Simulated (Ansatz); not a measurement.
Habitual settings against a tight run: AuZn (Pm-3m, 2 atoms in the cell)

Self-consistent single point.

```yaml
crystal:
  lattice:
    - [3.19473, 0.00000, 0.00000]
    - [0.00000, 3.19473, 0.00000]
    - [0.00000, 0.00000, 3.19473]
  atoms:
    - { symbol: Zn, position: [0.50000, 0.50000, 0.50000] }
    - { symbol: Au, position: [0.00000, 0.00000, 0.00000] }
```

Level of theory: LDA (PW92), PAW files made with PBE (plane waves; Ansatz, a quantum-chemistry and plane-wave program).

Base settings: basis.ecutwfc = 30.9 Ry; kpoints.mp_grid.grid = 7 7 7; hamiltonian.xc = lda; hamiltonian.pseudopotentials = {kind: paw} (the program's default PAW files); scf.occupations.method = methfessel_paxton; scf.occupations.width = 0.02 Ry.

Tight run (finer mesh or higher cutoff; not a proven limit): basis.ecutwfc: 30.9 Ry → 43.4 Ry; kpoints.mp_grid.grid: 7 7 7 → 10 10 10; scf.convergence.dr2_threshold: default (1e-07 eV) → 1e-09 eV. It gave Fermi level (on the code's own zero) 15.57 eV; pressure -11.79 GPa.

Quick runs, as changes from the base:
- A: the base itself
- B: basis.ecutwfc: 30.9 Ry → 24.6 Ry; kpoints.mp_grid.grid: 7 7 7 → 6 6 6; scf.occupations.method: methfessel_paxton → fermi_dirac; scf.occupations.width: 0.02 Ry → 0.0367 Ry; scf.convergence.dr2_threshold: default (1e-07 eV) → 0.0001 eV
- C: basis.ecutwfc: 30.9 Ry → 18.4 Ry; kpoints.mp_grid.grid: 7 7 7 → 3 3 3; scf.occupations.width: 0.02 Ry → 0.01 Ry; scf.convergence.dr2_threshold: default (1e-07 eV) → 0.001 eV
- D: basis.ecutwfc: 30.9 Ry → 24.6 Ry; kpoints.mp_grid.grid: 7 7 7 → 2 2 2; scf.occupations.method: methfessel_paxton → cold; scf.occupations.width: 0.02 Ry → 0.01 Ry
- E: basis.ecutwfc: 30.9 Ry → 18.4 Ry; kpoints.mp_grid.grid: 7 7 7 → 1 1 1
- F: basis.ecutwfc: 30.9 Ry → 18.4 Ry; kpoints.mp_grid.grid: 7 7 7 → 6 6 6; scf.occupations.method: methfessel_paxton → gaussian; kpoints.mp_grid.shift: default → 0.5 0.5 0.5; scf.convergence.dr2_threshold: default (1e-07 eV) → 0.0001 eV

Energies are extrapolated to zero smearing width, which holds to low order in the width alone.

The count of work is k-points × plane waves × bands × iterations; it is no time. 

Pressures in the table are Ansatz's without its Pulay estimate, at a fixed set of plane waves; the tight run's value above holds the estimate.

The starting cell has typed, rounded lattice constants, without a prior relaxation at this level. Its lattice was rescaled by a random factor within 2.5 % of one. In the base run, with a pressure of about -12 GPa the cell is away from its equilibrium volume at this level.

```tsv
run	energy less tight (meV/atom)	pressure less tight (GPa)	count of work / tight
A	-1.6	-0.32	0.19
B	25.1	-0.17	0.13
C	1254.8	-78.67	0.012
D	336.4	-2.65	0.032
E	2258.9	-132.76	0.0039
F	1032.1	-72.99	0.029
```

Among the runs at the tight run's level, the energy misses run from 1.6 to 2258.9 meV/atom.

Keys are those of Ansatz 0.2.
